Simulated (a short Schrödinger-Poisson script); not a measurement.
System: gated Al0.4Ga0.6N/GaN polarisation-induced gas, at 300 K.

```tsv
layer	material	thickness (nm)	Na (cm⁻³)
1	Al0.4Ga0.6N	10	-
2	GaN	6000	8e14
```

Constants are typed, rounded textbook-type inputs, not results; the design itself was drawn at random and stands for no fabricated device. Al0.4Ga0.6N: permittivity 9.26, conduction-band edge (eV) 0.58, gap (eV) 4.258, electron mass (mₑ) 0.248, Nv at 300 K (cm⁻³) 4.6e19. GaN: permittivity 9.5, conduction-band edge (eV) 0, gap (eV) 3.43, Nv at 300 K (cm⁻³) 4.6e19.

Channel valleys (confinement mass, in-plane density-of-states mass, number): Γ 0.2, 0.2, 1. At the gate the conduction-band edge of layer 1 lies 1.36 eV − eVg above the Fermi level of the channel; the field vanishes at the back. Sheet of polarisation charge: +2e13 e/cm² at 10 nm from the gate. The barrier under the gate holds no holes. Gaps are held at their typed values at every temperature. Mesh 0.08 nm at interfaces.

Solved with a short Schrödinger-Poisson script written for these runs: 1D Poisson equation in equilibrium, electrons quantum, Hartree (BenDaniel-Duke, 40 states a valley, the channel's in-plane mass for all, wave functions free to enter the barrier), parabolic valleys, classical holes, full ionisation, no traps, pinning or gate leakage.

The same stack at other levels of the model or other numerical settings:

| run | sheet density of all electrons at Vg = 0.5 V (cm⁻²) | sheet density of all electrons at Vg = -2 V (cm⁻²) | capacitance at Vg = 0.5 V (μF/cm²) | centroid of the channel electrons at Vg = 0.5 V (nm) | rough cost against the base |
|---|---|---|---|---|---|
| base | 1.59e13 | 4.49e12 | 0.756 | 1.90 | about 1 |
| electrons treated as classical, Boltzmann | 1.75e13 | 5.09e12 | 0.804 | 0.67 | 0.03 |
| electrons treated as classical, Fermi-Dirac | 1.60e13 | 4.71e12 | 0.734 | 1.67 | 0.1 |
| electrons treated as quantum, Hartree plus LDA exchange-correlation | 1.62e13 | 4.65e12 | 0.760 | 1.73 | 2 |
| mesh six times as coarse | 1.59e13 | 4.49e12 | 0.757 | 1.83 | 0.3 |
| one subband a valley | 1.58e13 | 4.47e12 | 0.749 | 1.36 | 0.7 |

The classical rows ignore confinement, and Boltzmann statistics overrate the density once the band edge passes the Fermi level.
